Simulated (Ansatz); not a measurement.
**Ansatz (a quantum-chemistry and plane-wave program) run on the (110) slab of TiAl (cut from a parent of space group no. 221; 10 atoms in the cell): self-consistent single point**

Level of theory: PBEsol, default PAW files made with PBE (plane waves; Ansatz).

This input was run:

Ansatz 0.2 input:
```yaml
# AlTi
crystal:
  lattice:
    - [3.163165, 0.000000, 0.000000]
    - [0.000000, 4.473391, 0.000000]
    - [0.000000, 0.000000, 22.946820]
  atoms:
    - { symbol: Ti, position: [0.000000, 0.000000, 0.305053] }
    - { symbol: Al, position: [0.500000, 0.500000, 0.305053] }
    - { symbol: Ti, position: [0.000000, 0.500000, 0.402527] }
    - { symbol: Al, position: [0.500000, 0.000000, 0.402527] }
    - { symbol: Ti, position: [0.000000, 0.000000, 0.500000] }
    - { symbol: Al, position: [0.500000, 0.500000, 0.500000] }
    - { symbol: Ti, position: [0.000000, 0.500000, 0.597473] }
    - { symbol: Al, position: [0.500000, 0.000000, 0.597473] }
    - { symbol: Ti, position: [0.000000, 0.000000, 0.694947] }
    - { symbol: Al, position: [0.500000, 0.500000, 0.694947] }
basis:
  ecutwfc: 420.0
kpoints:
  mp_grid: { grid: [7, 5, 1] }
hamiltonian:
  xc: pbesol
  pseudopotentials: { kind: paw }
scf:
  occupations: { method: gaussian, width: 0.1 }
output:
  forces: true
  eigenvalues: true
  stress: true
```

Output, abridged:

```
WARN ansatz: RAYON_NUM_THREADS=1 ignored (pool sized by the plan → 1); use --threads N
Pseudopotentials: kind: paw
Pseudopotential: Ti, paw, valence charge 12
Pseudopotential: Al, paw, valence charge 3
Crystal: 10 atoms, lattice volume = 324.699 Å³
Basis set: ecut = 420 eV, 6353 PW (Γ), exchange–correlation on 48×60×320 points (8 copies of the dense FFT grid, shifted against one another)
Bands: 48, of which v1, the nominal top of the filled ones, is band 38 counted from 1 (37 counted from 0)
Symmetry: 8 space group operations
Space group: Pmmm (ITA 47), of the structure as read, at distance tolerance 6.9e-5 Å
k-points: 12 of 35
PAW frozen core: Ti, regenerated for the run's functional, and the local potential with it
PAW frozen core: Al, regenerated for the run's functional, and the local potential with it
Initial density: superposition of atomic densities (neutral atoms: chi_scale 0, normalization atom), corrected by the library's trained network
Initial wavefunctions: pseudopotential atomic-orbital guess
Eigensolver: davidson
Functional: x = pbesol(κ = 0.804, μ = 0.12345679012345678), c = pbesol(β = 0.046)
SCF iter   1: F=—  HF=-14991.818572 eV  |F-HF|=—  |Δ(HF+E_count)|=         —  Δρ=6.28e-3  dr2=6.24e-1  ethr=1.77e-3  ⟨swp⟩=7.8  Hψ=2526  notcnv=0
all-band conjugate gradients solve this SCF's bands
preconditioner: auto → LDOS
SCF iter   2: F=—  HF=-14991.788651 eV  |F-HF|=—  |Δ(HF+E_count)|=   2.99e-2  Δρ=2.23e-3  dr2=2.35e-2  ethr=8.32e-4  ⟨swp⟩=2.2  Hψ=757  notcnv=0  defer=21
SCF iter   3: F=—  HF=-14991.790356 eV  |F-HF|=—  |Δ(HF+E_count)|=   1.70e-3  Δρ=7.62e-4  dr2=2.75e-3  ethr=3.14e-5  ⟨swp⟩=2.4  Hψ=892  notcnv=0  defer=21
SCF iter   4: F=—  HF=-14991.790137 eV  |F-HF|=—  |Δ(HF+E_count)|=   2.19e-4  Δρ=2.43e-4  dr2=2.68e-4  ethr=3.67e-6  ⟨swp⟩=2.1  Hψ=731  notcnv=0  defer=21
SCF iter   5: F=—  HF=-14991.790192 eV  |F-HF|=—  |Δ(HF+E_count)|=   5.49e-5  Δρ=6.98e-5  dr2=3.38e-5  ethr=3.57e-7  ⟨swp⟩=2.2  Hψ=730  notcnv=0  defer=21
SCF iter   6: F=—  HF=-14991.790141 eV  |F-HF|=—  |Δ(HF+E_count)|=   5.02e-5  Δρ=3.42e-5  dr2=7.54e-6  ethr=4.50e-8  ⟨swp⟩=2.0  Hψ=714  notcnv=0  defer=19
SCF iter   7: F=—  HF=-14991.790143 eV  |F-HF|=—  |Δ(HF+E_count)|=   1.39e-6  Δρ=7.99e-6  dr2=3.89e-7  ethr=1.01e-8  ⟨swp⟩=2.0  Hψ=683  notcnv=0  defer=19
SCF iter   8: F=-14991.790143 eV  HF=-14991.790143 eV  |F-HF|=3.87e-8  |Δ(HF+E_count)|=   1.89e-7  Δρ=2.76e-6  dr2=6.86e-8  ethr=1.33e-10  ⟨swp⟩=13.1  Hψ=2633  notcnv=0
SCF 1 converged in 8 iterations: F = -14991.790143 eV  dr2 = 6.86e-8
SCF converged after 8 iterations
Free energy (F): -14991.790143 eV
Harris-Foulkes:  -14991.790143 eV  (|F-HF|=3.87e-8)
Internal energy: -14991.734863 eV  (E = F + TS)
E sigma→0 (E₀):  -14991.762503 eV
Entropy (-TS):   -0.055280 eV (-5.528 meV/atom)
Fermi energy:    3.430523 eV
--- Per-component energies (eV) ---
  E_band       = -1397.982656
  E_kinetic    = 1475.458284
  E_local      = -42045.911048  (includes V_loc(G=0)·N_el)
  E_nonlocal   = 104.880331
  E_hartree    = 20346.138689
  E_xc         = -678.594576
  E_vxc        = -750.599242  (∫ρ·V_xc dr)
  E_paw        = -7389.025556  (= ΣΔE_a)
  E_vpaw       = -874.044144  (= ΣTr[D̂ρ^β])
  E_aug_tail   = 0.000558  (compensation charges beyond the density's cutoff)
  E_ewald      = 13194.525839
  E_core_change = 0.792617  (= ΣΔE_core)
  E_smearing   = -0.055280  (= −TS)
  E_closure    = 0.000000  (closes the sum)
  Σ components = -14991.790143   (vs F -14991.790143, Δ=0.00e0)
--- Forces (eV/Å), atoms counted from 1 ---
  atom   1  Ti     0.00000000     0.00000000     0.19754737
  atom   2  Al     0.00000000     0.00000000    -0.44905517
  atom   3  Ti     0.00000000     0.00000000     0.29436531
  atom   4  Al     0.00000000     0.00000000    -0.09630557
  atom   5  Ti     0.00000000     0.00000000     0.00000000
  atom   6  Al     0.00000000     0.00000000     0.00000000
  atom   7  Ti     0.00000000     0.00000000    -0.29436531
  atom   8  Al     0.00000000     0.00000000     0.09630557
  atom   9  Ti     0.00000000     0.00000000    -0.19754737
  atom  10  Al     0.00000000     0.00000000     0.44905517
  max |Σ_I F_I| component: 5.55e-17 eV/Å
--- Stress (GPa, compression-positive) ---
       -1.736474       0.000000       0.000000
        0.000000      -2.552833       0.000000
        0.000000       0.000000       0.673590
  P = ⅓ Tr σ = -1.2052 GPa (-12.052 kbar)
  The stress holds the Pulay correction. Without it, at fixed plane waves, as pw.x and ABINIT print it: P = -1.2203 GPa
--- Band table (eV; the first three rows and the last of 12) ---
  k-point 0: bands = ["-53.3283", "-53.3283", "-53.2003", "-53.1034", "-53.1022", "-29.8392", "-29.8392", "-29.6963", "-29.6950", "-29.6323", "-29.6139", "-29.5139", "-29.5031", "-29.5028", "-29.4940", "-29.4737", "-29.4690", "-29.4515", "-29.4481", [...]
  k-point 1: bands = ["-53.3282", "-53.3282", "-53.1998", "-53.1034", "-53.1027", "-29.8404", "-29.8401", "-29.6999", "-29.6979", "-29.6343", "-29.6200", "-29.5131", "-29.5027", "-29.5026", "-29.4899", "-29.4855", "-29.4537", "-29.4511", "-29.4485", [...]
  k-point 2: bands = ["-53.3279", "-53.3279", "-53.1990", "-53.1035", "-53.1035", "-29.8422", "-29.8418", "-29.7040", "-29.7029", "-29.6434", "-29.6238", "-29.5119", "-29.5020", "-29.5020", "-29.4980", "-29.4744", "-29.4577", "-29.4492", "-29.4490", [...]
  k-point 11: bands = ["-53.3139", "-53.3139", "-53.1841", "-53.0886", "-53.0885", "-29.8249", "-29.8247", "-29.6839", "-29.6831", "-29.6779", "-29.6578", "-29.6578", "-29.6219", "-29.6149", "-29.6147", "-29.6017", "-29.4786", "-29.4565", [...]
```

The run converged in 8 iterations.

The starting cell comes from a database of computed structures (which also holds hypothetical and non-ambient phases and stackings), without a prior relaxation at this level. The slab is cut from that crystal, and its faces are unrelaxed. Its lattice was rescaled by up to half a per cent. Spin polarisation is off.
